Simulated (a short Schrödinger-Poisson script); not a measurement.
From a short Schrödinger-Poisson script (our own, NumPy): 1D Poisson equation in equilibrium, electrons quantum, Hartree (BenDaniel-Duke, 12 states a valley, the channel's in-plane mass for all, wave functions ending at the dielectric), parabolic valleys, classical holes, full ionisation, no traps, pinning or gate leakage.

Structure: MOS inversion layer, HfO2 on p-type Si(110), at 400 K.

From the gate side: 7.2 nm HfO2; 720 nm Si, acceptors 3.6e17 cm⁻³.

The device is made up for the run: typed textbook-type constants, with dimensions and the other settings drawn at random. HfO2: permittivity 22, conduction-band edge (eV) 1.55, gap (eV) 5.7, electron mass (mₑ) 0.2. Si: permittivity 11.7, conduction-band edge (eV) 0, gap (eV) 1.124, Nv at 300 K (cm⁻³) 3.1e19.

Channel valleys (confinement mass, in-plane density-of-states mass, number): Δ4 0.315, 0.324, 4; Δ2 0.19, 0.417, 2. At the gate the conduction-band edge of layer 1 lies 2.14 eV − eVg above the Fermi level of the channel; the field vanishes at the back. Gaps are held at their typed values at every temperature. Mesh 0.03 nm at interfaces.

Question: Give the sheet density of all electrons at Vg = 0.8 V (cm⁻²); the centroid of the channel electrons at Vg = 1.4 V (nm); the lowest subband against the Fermi level at Vg = 1.4 V (meV).

Answer: sheet density of all electrons at Vg = 0.8 V (cm⁻²): 9.95e11; centroid of the channel electrons at Vg = 1.4 V (nm): 2.00; lowest subband against the Fermi level at Vg = 1.4 V (meV): 35.6.
